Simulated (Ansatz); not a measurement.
**Response to strain in MgSe**

The reference is MgSe in the rock salt structure (space group Fm-3m, No. 225; a = 5.450 Å).

Strains are applied to the cell and any free atomic positions relax.

Calculations: DFT with PBEsol, PAW potentials and a 420 eV plane-wave cutoff in Ansatz (a quantum-chemistry and plane-wave program), without spin-orbit coupling.

Candidates:
(a) isotropic strain +1.50 %
(b) isotropic strain −1.50 %
(c) isotropic strain −0.50 %

Notes on the quantities. energy relative to the base: free energy F.

Order them by energy relative to the base, highest first.

(b) isotropic strain −1.50 % (+8.7 meV/atom), (a) isotropic strain +1.50 % (+7.9 meV/atom), (c) isotropic strain −0.50 % (+0.9 meV/atom)

Whether these cells are dynamically stable was not tested.
